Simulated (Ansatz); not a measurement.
Consider TeO$_{2}$ in the fluorite structure (space group Fm-3m, No. 225; a = 5.323 Å; a hypothetical phase, not in the database extracts checked).

Modification: cell and atoms relaxed at a pressure of 30 GPa.

Levels (all Ansatz, a quantum-chemistry and plane-wave program, PAW, earlier PAW set): PBEsol (420 eV, scalar-relativistic without spin-orbit coupling); r2SCAN (500 eV, no SOC); HSE06 (420 eV, without spin-orbit coupling); PBEsol+SOC (420 eV, noncollinear with spin-orbit coupling); HSE06+SOC (420 eV, spin-orbit coupling included).

At the geometry relaxed with PBEsol, these levels gave the following band gaps, in shuffled order: (a) 0.55 eV, (b) 0.50 eV, (c) 0.84 eV, (d) 1.47 eV, (e) 1.40 eV.

Task: Match each gap to its level.

Result: (a) PBEsol; (b) PBEsol+SOC; (c) r2SCAN; (d) HSE06; (e) HSE06+SOC.

Single points use the geometry relaxed with PBEsol. The hybrid gap comes from the SCF mesh plus the semilocal run's edge points and a few special points and is an upper bound. Differences between runs with and without spin-orbit coupling are approximate. With Te present, leaving out spin-orbit coupling can change the band edges. Load acts through the strain it causes; cell and atoms are relaxed under it. No phonon test of stability was made. Competing high-pressure phases were not computed.
